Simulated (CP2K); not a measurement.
Worked example: self-consistent single point of Ta (Im-3m, 1 atom in the cell) in CP2K.

Computed with PBE, GPW, TZVP-MOLOPT-SR-GTH basis, GTH-PBE potentials (GTH_POTENTIALS) run with CP2K 2026.2.

```xyz
1
Lattice="2.9094 0.0000 0.0000 -0.9698 2.7430 0.0000 -0.9698 -1.3715 2.3755" Properties=species:S:1:pos:R:3 pbc="T T T"
Ta     0.0000     0.0000     0.0000
```

Reference input (self-consistent single point, DFT PBE, GPW, TZVP-MOLOPT-SR-GTH basis, GTH-PBE potentials (GTH_POTENTIALS)): CUTOFF = 500 Ry; REL_CUTOFF = 50 Ry; SMEAR/METHOD = MARZARI_VANDERBILT; SIGMA = 0.1 eV; KPOINTS/SCHEME = MONKHORST-PACK 9 9 9; XC_FUNCTIONAL = PBE; Ta/BASIS_SET = TZVP-MOLOPT-SR-GTH-q13; Ta/POTENTIAL = GTH-PBE-q13; METHOD = GPW; EPS_DEFAULT = 1e-10; NGRIDS = 5; SCF_GUESS = ATOMIC. This run's input differs from it in these lines:

```diff
@@ -36,3 +36,3 @@
         METHOD MARZARI_VANDERBILT
-        SIGMA [eV] 0.1
+        SIGMA [eV] 0.03
       &END SMEAR
```

Output (repeated stretches shortened):

```
 SCF WAVEFUNCTION OPTIMIZATION

  Step     Update method      Time    Convergence         Total energy    Change
     1 NoMix/Diag. 0.20E+00      -     1.82848436       -58.6046404383 -5.86E+01
     2 Broy./Diag. 0.20E+00      -     0.01442436       -58.7391364353 -1.34E-01
     3 Broy./Diag. 0.20E+00      -     0.05768734       -58.3989153712  3.40E-01
     4 Broy./Diag. 0.20E+00      -     0.00520567       -58.1923443509  2.07E-01
     5 Broy./Diag. 0.20E+00      -     0.00320764       -58.2294955446 -3.72E-02
     6 Broy./Diag. 0.20E+00      -     0.00050782       -58.2323645767 -2.87E-03
     7 Broy./Diag. 0.20E+00      -     0.00018575       -58.2351808251 -2.82E-03
     8 Broy./Diag. 0.20E+00      -     0.00005314       -58.2350952187  8.56E-05
     9 Broy./Diag. 0.20E+00      -     0.00000118       -58.2351059668 -1.07E-05
    10 Broy./Diag. 0.20E+00      -     0.00000323       -58.2351108893 -4.92E-06
    11 Broy./Diag. 0.20E+00      -     0.00000001       -58.2351250838 -1.42E-05
  *** SCF run converged in    11 steps ***

  Overlap energy of the core charge distribution:               0.00000000019259
  Self energy of the core charge distribution:                -86.68003601779165
  Core Hamiltonian energy:                                     18.47872406495662
  Hartree energy:                                              16.79714363821490
  Exchange-correlation energy:                                 -6.83094111631347
  Smearing free energy correction:                             -0.00001565306521
  Fermi energy:                                                 0.45151794562501

  Total energy:                                               -58.23512508379878

                     Mulliken Population Analysis

 #  Atom  Element  Kind  Atomic population                           Net charge
   [... lines left out ...]

 STRESS| Analytical stress tensor [bar]
 STRESS|                        x                   y                   z
 STRESS|      x       -6.50629646344E+04   2.96859972213E-01   4.20885061215E-01
 STRESS|      y        2.96859972213E-01  -6.50628469564E+04   4.88220294162E-01
 STRESS|      z        4.20885061215E-01   4.88220294162E-01  -6.50618953434E+04
 STRESS| 1/3 Trace                                            -6.50625689781E+04
```

The run converged in 11 iterations. Against the reference run the free energy rises by 1.6 meV/atom and the pressure moves little (-6.58 to -6.51 GPa).

The starting cell comes from a database of computed structures (which also holds hypothetical and non-ambient phases and stackings), without a prior relaxation at this level. Its lattice was rescaled by a random factor within 2.5 % of one. Spin polarisation is off. Values carry the incompleteness of an atom-centred basis. With a pressure of about -7 GPa the cell is away from its equilibrium volume at this level.

Cost on one core of a shared machine: roughly 50 s.
